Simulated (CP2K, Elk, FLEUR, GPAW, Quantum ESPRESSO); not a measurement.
**One structure in several programs: CeO₂ (Fm-3m, 3 atoms in the cell)**

Self-consistent single point, at a second geometry (lattice scaled by 0.98). First geometry:

```
CELL_PARAMETERS angstrom
      0.00000     2.70940     2.70940
      2.70940     0.00000     2.70940
      2.70940     2.70940     0.00000
ATOMIC_POSITIONS crystal
  Ce 0.00000 0.00000 0.00000
  O  0.25000 0.25000 0.25000
  O  0.75000 0.75000 0.75000
```

Shared settings, as Quantum ESPRESSO writes them: occupations = smearing; smearing = fd; degauss = 0.0036749 Ry; K_POINTS = automatic 6 6 6 0 0 0. Potentials and cutoffs stand in the table.

```
code                                                                                                       model  ΔF from the first geometry (meV/atom)  gap on the mesh (eV)         cutoff
----------------  ----------------------------------------------------------------------------------------------  -------------------------------------  --------------------  -------------
FLEUR                                               PBE, all-electron FLAPW (FLEUR), scalar-relativistic valence                                   59.2                 2.297  Kmax 4 1/bohr
Elk               PBE, all-electron FP-LAPW, Elk's shipped species files, APW+lo basis with extra local orbitals                                      –                 2.317     rgkmax 7.5
GPAW                                                                PBE, GPAW PAW datasets PBE (gpaw-data 1.0.1)                                   57.7                 2.246         950 eV
Quantum ESPRESSO                                               PBE, SSSP 1.1.2 efficiency (PBE) pseudopotentials                                   57.4                 2.241          55 Ry
CP2K                                     PBE, GPW, DZVP-MOLOPT-SR-GTH basis, GTH-PBE potentials (GTH_POTENTIALS)                                   60.9                 2.287    grid 800 Ry
```

A dash marks a value that a program does not give, or that is left out as unsure.

Gaps are read on the mesh.

On FLEUR's run: spin-orbit coupling is off. The f electrons are in the valence without U or exact exchange, which can misplace them near the Fermi level. Spin-orbit terms, which matter for f shells, are left out.

The spread over the programs that give each value: ΔF from the first geometry within 3.5 meV/atom; gap on the mesh within 0.076 eV.

CP2K uses small atom-centred bases, whose incompleteness enters pressures, forces and empty levels differently from a plane-wave cutoff. FLEUR and Elk treat all electrons, but the usual bases taken here (sphere radii, linearisation, local orbitals, empty states) were not tested for convergence, so the values are no reference for the others. 

The starting cell comes from a database of computed structures (which also holds hypothetical and non-ambient phases and stackings), without a prior relaxation at this level. Its lattice was rescaled by a random factor within 2.5 % of one. For this run, on top of that: lattice scaled by 0.98.

Left out of this page: Ansatz (with a known weakness of the program).
